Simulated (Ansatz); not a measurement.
**A computed series for Pt: response to strain**

Start from Pt in the fcc (Cu type) structure (space group Fm-3m, No. 225; a = 3.920 Å; relaxed with 0.1 eV smearing). Axes: x, y, z lie along the cube axes.

Strains are applied to the cell and any free atomic positions relax.

Method: PBEsol/PAW in Ansatz (an electronic-structure program), without spin-orbit coupling.

Notes on the quantities. pressure: mean of the normal stresses, compression positive.

```tsv
change	shortest interatomic distance	pressure
base	2.772 Å	0.0 GPa
tensor shear ε_xy = +0.29 %	2.764 Å	0.0 GPa
tensor shear ε_xy = +0.57 %	2.756 Å	0.0 GPa
tensor shear ε_xy = +1.43 %	…	…
tensor shear ε_xy = +1.71 %	2.724 Å	…
tensor shear ε_xy = +2.00 %	2.716 Å	…
tensor shear ε_xy = +1.14 %	2.740 Å	0.1 GPa
tensor shear ε_xy = +0.86 %	2.748 Å	0.1 GPa
```

Task: Complete the table.

Result: 
- tensor shear ε_xy = +1.43 %, shortest interatomic distance: 2.732 Å
- tensor shear ε_xy = +1.43 %, pressure: 0.2 GPa
- tensor shear ε_xy = +1.71 %, pressure: 0.3 GPa
- tensor shear ε_xy = +2.00 %, pressure: 0.5 GPa

Stability against distortions was not tested. All final runs are without spin polarisation.
